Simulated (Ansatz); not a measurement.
The parent structure is HgSe in the zinc blende structure (space group F-43m, No. 216).

```yaml
crystal:
  lattice:
    - [0.00000, 3.03148, 3.03148]
    - [3.03148, 0.00000, 3.03148]
    - [3.03148, 3.03148, 0.00000]
  atoms:
    - { symbol: Hg, position: [0.00000, 0.00000, 0.00000] }
    - { symbol: Se, position: [0.25000, 0.25000, 0.25000] }
```

Cartesian axes are those of the cell as printed.

Computed with Ansatz (a first-principles code) LDA, without spin-orbit coupling.

Strains are applied to the cell and any free atomic positions relax.

One change was made to it. Results:

| quantity | base | after |
|---|---|---|
| pressure (mean of the normal stresses, compression positive) | 0.0 GPa | 1.2 GPa |
| energy relative to the base (free energy F) | 0 meV/atom | +2.4 meV/atom |

Problem. Which of these changes matches the shifts?
(A) uniaxial strain ε_zz = +1.00 %
(B) uniaxial strain ε_zz = −0.50 %
(C) uniaxial strain ε_zz = −2.00 %
(D) uniaxial strain ε_zz = +1.50 %
(E) uniaxial strain ε_zz = +3.00 %

Solution. C, uniaxial strain ε_zz = −2.00 %. For comparison, the pressure in the other runs: uniaxial strain ε_zz = +1.00 % gives -0.6 GPa; uniaxial strain ε_zz = +1.50 % gives -0.8 GPa; uniaxial strain ε_zz = −0.50 % gives 0.3 GPa; uniaxial strain ε_zz = +3.00 % gives -1.6 GPa.

The mesh was chosen for an insulator and is coarse for the gapless case. Whether these cells are dynamically stable was not tested. The final runs are not spin-polarised.
